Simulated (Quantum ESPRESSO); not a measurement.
Quantum ESPRESSO run on Sb (R-3m, 2 atoms in the cell): self-consistent single point.

Method: PBEsol, PSlibrary PAW (PBE) pseudopotentials (plane waves; Quantum ESPRESSO).

```
Sb
1.0
    2.16578    -1.25041     3.77545
    0.00000     2.50082     3.77545
   -2.16578    -1.25041     3.77545
Sb
2
Cartesian
  0.00000   0.00000   2.69470
  0.00000   0.00000   8.68165
```

Reference input (self-consistent single point, DFT, PBEsol, plane waves, PSlibrary PAW (PBE) pseudopotentials): ecutwfc = 30 Ry; ecutrho = 180 Ry; occupations = smearing; smearing = fd; degauss = 0.0073499 Ry; input_dft = pbesol; potentials = {Sb: Sb.pbe-n-kjpaw_psl.1.0.0.UPF}; K_POINTS = automatic 9 9 9 0 0 0; conv_thr = 1e-11 Ry. This run's input differs from it in these lines:

```diff
@@ -22,3 +22,3 @@
 &electrons
- conv_thr = 1.0e-11
+ conv_thr = 7.3e-03
 /
```

Log, with long lists cut:

```
     Self-consistent Calculation

     iteration #  1     ecut=    30.00 Ry     beta= 0.70

     Threshold (ethr) on eigenvalues was too large:
     Diagonalizing with lowered threshold
     End of self-consistent calculation

     the Fermi energy is     6.3680 ev

!    total energy              =    -684.13670274 Ry
     estimated scf accuracy    <       0.00661787 Ry
     smearing contrib. (-TS)   =      -0.00086490 Ry
     internal energy E=F+TS    =    -684.13583783 Ry

     convergence has been achieved in   1 iterations

     Forces acting on atoms (cartesian axes, Ry/au):

     atom    1 type  1   force =     0.00000000    0.00000000   -0.00274436
     atom    2 type  1   force =     0.00000000    0.00000000    0.00274436

     Total force =     0.003881     Total SCF correction =     0.008095
     SCF correction compared to forces is large: reduce conv_thr to get better values

          total   stress  (Ry/bohr**3)                   (kbar)     P=      -17.57
  -0.00010806   0.00000000   0.00000000          -15.90        0.00        0.00
  -0.00000000  -0.00010806  -0.00000000           -0.00      -15.90       -0.00
  -0.00000000  -0.00000000  -0.00014210           -0.00       -0.00      -20.90

   JOB DONE.
```

The run converged in 1 iterations. Against the reference run the free energy stays essentially unchanged (within 1 meV/atom), the pressure goes from -1.58 to -1.76 GPa and the largest force goes from 0.127 to 0.071 eV/Å. The full log also holds: “SCF correction compared to forces is large: reduce conv_thr to get better values”.

The starting cell has typed, rounded lattice constants, without a prior relaxation at this level. Its lattice was rescaled by up to half a per cent. One atom was moved a little off its site on purpose.
